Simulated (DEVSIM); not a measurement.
System: illuminated Si p-on-n cell, one wavelength, with a back-surface field, at 400 K.

```tsv
layer (left to right)	material	thickness (μm)	Nd (cm⁻³)	Na (cm⁻³)	τn (s)	τp (s)	absorption coefficient (cm⁻¹)
1	Si	0.270	-	7e17	1.5e-7	2e-7	11000
2	Si	290	2.8e15	-	1e-6	1e-6	11000
3	Si	0.370	3e18	-	1e-6	1e-6	11000
```

Left contact: ohmic, minority electron recombination velocity 500 cm/s. Right contact: ohmic, minority hole recombination velocity 8000 cm/s. Voltage is applied to the left contact. Recombination: SRH at mid-gap, radiative, Auger. Light enters at the left, 2.7e16 photons cm⁻² s⁻¹, one pass, no reflection. Mobility is μmin + (μ − μmin)/(1 + (N/Nref)^α).

This is a model device: material constants are rounded textbook-type values typed into the input, and sizes, dopings and lifetimes were drawn at random. Values at 300 K; Nc and Nv go as T^1.5, mobilities as T to minus their exponent, the gap by Varshni's rule with the affinity fixed.

| parameter | Si |
|---|---|
| gap (eV) | 1.124 |
| affinity (eV) | 4.05 |
| permittivity | 11.7 |
| Nc (cm⁻³) | 2.86e19 |
| Nv (cm⁻³) | 3.1e19 |
| μn (cm²/Vs) | 1417 |
| μp (cm²/Vs) | 470 |
| μn,min | 52 |
| μp,min | 45 |
| Nref,n | 9.7e16 |
| Nref,p | 2.2e17 |
| αn | 0.68 |
| αp | 0.72 |
| T exponent of μn | 2.3 |
| T exponent of μp | 2.2 |
| B (cm³/s) | 4.7e-15 |
| Cn (cm⁶/s) | 2.8e-31 |
| Cp (cm⁶/s) | 9.9e-32 |
| Varshni α (eV/K) | 0.000473 |
| Varshni β (K) | 636 |

Model (solved in DEVSIM): 1D drift-diffusion, Boltzmann statistics, complete ionisation; no tunnelling, impact ionisation, image-force lowering or self-heating.

The minority lifetime in layer 2 was swept, all else fixed.

```
minority lifetime in layer 2 (s)  dark forward voltage at 1 A/cm² (V)  fill factor  share of generated pairs collected at short circuit  open-circuit voltage (V)
--------------------------------  -----------------------------------  -----------  ---------------------------------------------------  ------------------------
3e-8                                                            0.487         0.53                                                0.933                     0.166
1e-7                                                            0.494         0.56                                                0.959                     0.187
3e-7                                                              ___          ___                                                  ___                       ___
1e-6                                                            0.517         0.60                                                0.986                     0.229
3e-6                                                            0.525         0.62                                                0.991                     0.249
1e-5                                                            0.525         0.64                                                0.995                     0.270
3e-5                                                            0.538         0.66                                                0.997                     0.291
```

Question: Fill in the missing entries.

Answer: 
- 3e-7, dark forward voltage at 1 A/cm² (V): 0.504
- 3e-7, fill factor: 0.58
- 3e-7, share of generated pairs collected at short circuit: 0.975
- 3e-7, open-circuit voltage (V): 0.207
